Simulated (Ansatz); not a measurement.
## HfSi (model structure, started from the NbAs type, I4₁md, No. 109, 4 atoms in the cell): properties by level of theory

```csv
level (code),lattice constant a (Å),lattice parameter c (Å),cohesive energy (eV/atom)
LDA (Ansatz),3.318,13.549,6.70
PBE (Ansatz),3.406,13.638,5.74
PBEsol (Ansatz),3.349,13.641,6.29
```

Ansatz's density-functional and Hartree–Fock values are scalar-relativistic unless marked +SOC, with PAW data made under PBE.

Free atoms are spin-polarised, in the lowest state found; at levels without +SOC their spin–orbit coupling is left out.

Static lattice: no zero-point or thermal effects.

A model structure was made by putting elements into a prototype or built by hand; it is no filed structure, need not be a known phase, and can be a saddle point held by its symmetry.

Ansatz is an electronic-structure program.
